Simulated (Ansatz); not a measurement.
Band structure of TaCr₂ (Fd-3m, 6 atoms in the cell).

```
TaCr2
1.0
    0.00000     3.44896     3.44896
    3.44896     0.00000     3.44896
    3.44896     3.44896     0.00000
Ta Cr
2 4
Direct
  0.75000   0.75000   0.75000
  0.50000   0.50000   0.50000
  0.12500   0.12500   0.62500
  0.12500   0.62500   0.12500
  0.12500   0.12500   0.12500
  0.62500   0.12500   0.12500
```

Level of theory: LDA (PW92), PAW files made with PBE (plane waves; Ansatz, a first-principles code).

Settings: kpoints.mp_grid.grid = 8 8 8; hamiltonian.xc = lda; hamiltonian.pseudopotentials = {kind: paw} (the program's default PAW files); scf.occupations.method = gaussian; scf.occupations.width = 0.1 eV; kpoints.band_path.npoints = 8.

The starting cell comes from a database of computed structures (which also holds hypothetical and non-ambient phases and stackings), without a prior relaxation at this level. Spin-orbit coupling is off. Spin polarisation is off.

Levels in eV from the Fermi level, bands 38 to 45:
```tsv
point	38	39	40	41	42	43	44	45
Γ	-0.69	-0.69	0.19	0.19	0.19	0.61	0.61	0.90
X	-1.50	-1.36	-1.36	-0.67	-0.67	0.67	0.67	0.96
W	-1.22	-1.19	-1.19	-0.73	-0.73	0.26	0.26	1.36
K	-1.49	-1.36	-1.03	-0.75	-0.18	0.22	0.28	1.01
L	-1.11	-1.11	-1.10	0.69	0.69	0.75	0.75	0.79
U	-1.49	-1.36	-1.03	-0.75	-0.18	0.22	0.28	1.01
```

Bands cross the Fermi level along this path, so the cell is metallic at this level.

Keys are those of Ansatz 0.2.
